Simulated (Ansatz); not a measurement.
Equilibrium volume per atom of HgS (model structure, started from the beta GaS type, P6₃/mmc, No. 194, 8 atoms in the cell) at several levels of theory

No measured value is used here.

Q: Put these levels in order of the equilibrium volume per atom that they give for HgS (model structure, started from the beta GaS type, P6₃/mmc, No. 194, 8 atoms in the cell), smallest first: PBE (Ansatz, a program for electronic structure), PBE-D3(BJ) (Ansatz), PBEsol (Ansatz).

A: PBE-D3(BJ) (27.87 Å³/atom), PBEsol (29.80 Å³/atom), PBE (34.14 Å³/atom)

Density-functional levels without +SOC have no spin–orbit coupling. Ansatz's density-functional and Hartree–Fock values are scalar-relativistic unless marked +SOC, with PAW data made under PBE.

A model structure was made by putting elements into a prototype or built by hand; it is no filed structure, need not be a known phase, and can be a saddle point held by its symmetry.
